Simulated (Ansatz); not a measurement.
Pressure series in AlRu

The parent structure is AlRu in the CsCl type structure (space group Pm-3m, No. 221; a = 2.976 Å).

Cell and atoms are relaxed at each pressure.

All numbers come from Ansatz (a first-principles code), PBEsol, PAW, cutoff 420 eV, without spin-orbit coupling.

Notes on the quantities. enthalpy: H = E + PV relative to the base's energy.

```
variant           shortest interatomic distance       enthalpy     density
----------------  -----------------------------  -------------  ----------
base                                    2.578 Å              –  8.06 g/cm³
pressure −2 GPa                               ?  -0.17 eV/atom  7.99 g/cm³
pressure −1 GPa                         2.582 Å  -0.08 eV/atom  8.03 g/cm³
pressure 0.3 GPa                        2.576 Å  +0.02 eV/atom           ?
pressure 0.7 GPa                        2.575 Å  +0.06 eV/atom  8.09 g/cm³
pressure 1.5 GPa                        2.572 Å  +0.12 eV/atom  8.12 g/cm³
pressure 3 GPa                          2.566 Å  +0.25 eV/atom  8.17 g/cm³
pressure 5 GPa                          2.559 Å  +0.41 eV/atom  8.24 g/cm³
pressure 7.5 GPa                        2.550 Å  +0.61 eV/atom  8.33 g/cm³
pressure 10 GPa                               ?  +0.81 eV/atom           ?
```

Fill in the withheld entries from the trend.


- pressure −2 GPa, shortest interatomic distance: 2.586 Å
- pressure 0.3 GPa, density: 8.08 g/cm³
- pressure 10 GPa, shortest interatomic distance: 2.542 Å
- pressure 10 GPa, density: 8.41 g/cm³

Load acts through the strain it causes; cell and atoms are relaxed under it. Stability against distortions was not tested. Competing high-pressure phases were not computed. All final runs are without spin polarisation.
